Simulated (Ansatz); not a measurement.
Here is the system:

```
CELL_PARAMETERS angstrom
      2.96561     0.00000     0.00000
      0.00000     2.96561     0.00000
      1.48280    -1.48280     2.09700
ATOMIC_POSITIONS crystal
  Mg 0.00000 0.00000 0.00000
  O  0.50000 0.50000 0.00000
```

Space group of this cell: Fm-3m, rock salt. The cell is taken as given; by r2SCAN its mean pressure is 1.3 GPa.

Computed with r2SCAN (plane waves, PAW; Ansatz, a quantum-chemistry and plane-wave program).

The current runs along the normal of the first two printed vectors; no spin-orbit coupling. Scaled by the factor s: both lengths across the current (ions clamped). Meshes 14×14×14 and 10×10 across the current in all rows.

```tsv
s	mean pressure (GPa)	slowest mid-gap decay constant κ (1/Å)
0.98	9.0	0.387
1.00	1.3	0.376
1.02	-4.9	?
```

Problem. Take the slope of the slowest mid-gap decay constant κ against ln s from the two given rows, extrapolate to s = 1.02, and say what the run there gives.

Solution. Slope = (0.387 − 0.376) / ln 0.98 = -0.544 1/Å. The line gives 0.376 + (-0.544) × ln 1.02 = 0.365 1/Å. The run gives 0.365 1/Å, as the line does.
